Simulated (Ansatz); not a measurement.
**Defect calculation: Zr interstitial in rock-salt ZrN**

Calculation: PBE, PAW (plane waves to 420 eV; Ansatz, a first-principles code). Details: 64-site cell; 4×4×4 shifted k-points; start: void with 4N4Zr nearest; not converged in cell size; the relaxation kept the symmetry of the starting site; relaxed from one start, so a lower configuration may exist.

Neighbours after relaxation, in Å: of the Zr atom: N 2.09, N 2.09, N 2.09, N 2.09.

Formation energies E_f are those of the neutral cell. Chemical conditions: N-rich (Δμ(Zr) = -3.46 eV; only phases computed here count, gases as isolated molecules at 0 K); Zr-rich (Δμ(Zr) = 0.00 eV; only phases computed here count, gases as isolated molecules at 0 K). Reference phases: Zr: hcp Zr.

The name describes the start; the neighbours show where the added atom ended.

| charge | moment (μB) | point group | largest move off a lattice site (Å) | E_f, N-rich (eV) | E_f, Zr-rich (eV) |
|---|---|---|---|---|---|
| 0 | not spin-polarised | Td | 0.51 | 15.33 | 11.87 |

Point groups are those of the whole cell at tolerances of 0.03 and 0.1 Å ("near" where only the looser one holds); none is given for unsettled states.
